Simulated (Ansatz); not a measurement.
Defect: interstitial Li in wurtzite ZnO, charge state +1. Method: PBE, PAW (plane waves to 420 eV; Ansatz, a first-principles code).

Settings: 72 host sites, the relaxed PBE lattice, one k-point at (0.125, 0.250, 0.250), smearing 0.01 eV, spin-restricted, no image-charge correction. Static, classical nuclei. The charge state is imposed; whether it is stable for some Fermi level was not computed. Sites that were not tried may lie lower.

Barriers: single points on a 2×2×2 k-point mesh shifted by half a step along c at the bands' geometries.

The step: several atoms move together, Li the farthest. Atoms about the jump, Cartesian Å from the middle of the jump, before and after:

```json
[
 {"atom": "Li1", "x0": "-0.81", "y0": "-0.49", "z0": "0.10", "x1": "0.81", "y1": "0.49", "z1": "-0.10"},
 {"atom": "O2", "x0": "0.79", "y0": "0.46", "z0": "-1.81", "x1": "0.82", "y1": "0.48", "z1": "-1.86"},
 {"atom": "O3", "x0": "-0.82", "y0": "1.33", "z0": "0.77", "x1": "-0.70", "y1": "1.34", "z1": "0.78"},
 {"atom": "O4", "x0": "0.75", "y0": "-1.38", "z0": "0.77", "x1": "0.83", "y1": "-1.28", "z1": "0.78"},
 {"atom": "Zn5", "x0": "0.92", "y0": "0.52", "z0": "1.54", "x1": "0.84", "y1": "0.44", "z1": "1.96"},
 {"atom": "Zn6", "x0": "-0.82", "y0": "1.53", "z0": "-1.31", "x1": "-0.93", "y1": "1.48", "z1": "-1.34"},
 {"atom": "Zn7", "x0": "0.92", "y0": "-1.47", "z0": "-1.31", "x1": "0.82", "y1": "-1.53", "z1": "-1.34"},
 {"atom": "O8", "x0": "2.48", "y0": "1.43", "z0": "0.80", "x1": "2.34", "y1": "1.34", "z1": "0.78"},
 {"atom": "Zn9", "x0": "2.46", "y0": "1.42", "z0": "-1.21", "x1": "2.57", "y1": "1.48", "z1": "-1.34"},
 {"atom": "Zn10", "x0": "-2.55", "y0": "0.52", "z0": "1.54", "x1": "-2.42", "y1": "0.47", "z1": "1.42"},
 {"atom": "Zn11", "x0": "-0.81", "y0": "-2.48", "z0": "1.54", "x1": "-0.79", "y1": "-2.35", "z1": "1.42"},
 {"atom": "O12", "x0": "-2.44", "y0": "0.46", "z0": "-1.81", "x1": "-2.49", "y1": "0.45", "z1": "-1.85"},
 {"atom": "O13", "x0": "-0.82", "y0": "-2.33", "z0": "-1.80", "x1": "-0.85", "y1": "-2.39", "z1": "-1.85"},
 {"atom": "O14", "x0": "-2.39", "y0": "-1.38", "z0": "0.77", "x1": "-2.45", "y1": "-1.43", "z1": "0.80"},
 {"atom": "Zn15", "x0": "-2.56", "y0": "-1.47", "z0": "-1.31", "x1": "-2.48", "y1": "-1.43", "z1": "-1.19"},
 {"atom": "Zn16", "x0": "-0.81", "y0": "3.28", "z0": "1.42", "x1": "-0.81", "y1": "3.27", "z1": "1.42"},
 {"atom": "Zn17", "x0": "2.44", "y0": "-2.36", "z0": "1.42", "x1": "2.44", "y1": "-2.35", "z1": "1.42"},
 {"atom": "Zn18", "x0": "0.83", "y0": "0.47", "z0": "-3.84", "x1": "0.82", "y1": "0.47", "z1": "-3.89"},
 {"atom": "O19", "x0": "-0.82", "y0": "3.37", "z0": "-1.88", "x1": "-0.82", "y1": "3.35", "z1": "-1.85"},
 {"atom": "O20", "x0": "2.51", "y0": "-2.40", "z0": "-1.88", "x1": "2.49", "y1": "-2.39", "z1": "-1.85"},
 {"atom": "O21", "x0": "0.83", "y0": "0.48", "z0": "3.50", "x1": "0.82", "y1": "0.47", "z1": "3.81"},
 {"atom": "Zn22", "x0": "2.46", "y0": "3.31", "z0": "1.45", "x1": "2.45", "y1": "3.27", "z1": "1.42"},
 {"atom": "Zn23", "x0": "4.10", "y0": "0.46", "z0": "1.45", "x1": "4.08", "y1": "0.47", "z1": "1.42"},
 {"atom": "O24", "x0": "2.46", "y0": "3.32", "z0": "-1.84", "x1": "2.46", "y1": "3.35", "z1": "-1.85"},
 {"atom": "O25", "x0": "4.10", "y0": "0.47", "z0": "-1.84", "x1": "4.13", "y1": "0.45", "z1": "-1.85"}
]
```

Problem. Predict the transition state.

Solution. 
```tsv
atom	x	y	z
Li1	0.49	0.29	-0.12
O2	0.77	0.45	-1.85
O3	-0.72	1.37	0.77
O4	0.83	-1.31	0.78
Zn5	0.98	0.52	1.91
Zn6	-0.97	1.54	-1.38
Zn7	0.85	-1.59	-1.38
O8	2.38	1.37	0.79
Zn9	2.48	1.43	-1.27
Zn10	-2.42	0.48	1.42
Zn11	-0.79	-2.35	1.42
O12	-2.51	0.46	-1.86
O13	-0.85	-2.40	-1.86
O14	-2.44	-1.42	0.80
Zn15	-2.47	-1.42	-1.20
Zn16	-0.80	3.28	1.41
Zn17	2.45	-2.35	1.41
Zn18	0.81	0.46	-3.88
O19	-0.82	3.38	-1.88
O20	2.52	-2.40	-1.88
O21	0.82	0.47	3.77
Zn22	2.47	3.30	1.42
Zn23	4.11	0.47	1.42
O24	2.45	3.31	-1.84
O25	4.09	0.46	-1.84
```
It lies 0.66 eV above the start and 0.027 eV above the end. The saddle point's order was not checked.
